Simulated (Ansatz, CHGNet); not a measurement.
Volume per atom (Å³/atom) of solids drawn from the class of silicides and borides, at two levels: the machine-learned potential CHGNet-r²SCAN (trained on r²SCAN data), and PBE (Ansatz, an electronic-structure program, PAW).

```
solid           CHGNet-r²SCAN    PBE  shift (%)
--------------  -------------  -----  ---------
C11b MoSi2              13.36  13.58       +1.6
AlB2-type HfB2           9.86   9.96       +1.0
C11b WSi2               13.41  13.67       +1.9
AlB2-type TiB2           8.53   8.56       +0.4
AlB2-type MgB2           9.53   9.62       +0.9
AlB2-type ZrB2          10.29  10.28       -0.1
```

The shifts run from -0.1 % to +1.9 %, with a median of +1.0 %.

Of 6 rows, PBE is the larger in 5 and the smaller in 1.

Ansatz's runs of these crystals have no spin polarisation.

Spin–orbit coupling is left out, also for the solids with elements from indium on (AlB2-type HfB2, C11b WSi2); its size isn't shown.

Ansatz's density-functional and Hartree–Fock values are scalar-relativistic unless marked +SOC, with PAW data made under PBE.
